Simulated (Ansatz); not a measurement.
Base system: Al2O3 in the corundum structure (space group R-3c, No. 167).

```xyz
10
Lattice="2.3646 1.3652 4.2972 -2.3646 1.3652 4.2972 0.0000 -2.7304 4.2972" Properties=species:S:1:pos:R:3 pbc="T T T"
Al     0.0000     0.0000     8.3535
Al     0.0000     0.0000     1.9076
Al     0.0000     0.0000     4.5382
Al     0.0000     0.0000    10.9840
O      0.7232     1.4777     5.3715
O     -1.6414    -0.1125     5.3715
O     -0.7232    -1.4777     7.5201
O     -0.9181     1.3652     7.5201
O      1.6414     0.1125     7.5201
O      0.9181    -1.3652     5.3715
```

Cartesian axes are those of the cell as printed.

Level of theory: Kohn–Sham DFT with the LDA functional, run in Ansatz (a quantum-chemistry and plane-wave program) with PAW and 420 eV plane waves, without spin-orbit coupling.

Before the change:

Pressure: -0.01 GPa
Width of the top valence band: 0.66 eV
Band gap: 6.43 eV

The change: compressive biaxial strain of 1.50 % in the plane normal to [001], as in epitaxy on a mismatched substrate; the out-of-plane cell vector and the atoms relax.

Q: Predict the new pressure, width of the top valence band and band gap.

A: The pressure (mean of the normal stresses, compression positive) goes up by 6.25 GPa (-0.01 GPa → 6.24 GPa); the width of the top valence band increases by 0.03 eV (0.66 eV → 0.69 eV); the band gap goes up by 0.30 eV (6.43 eV → 6.73 eV).

Semilocal Kohn–Sham gaps tend to fall short of experiment. No phonon test of stability was made.
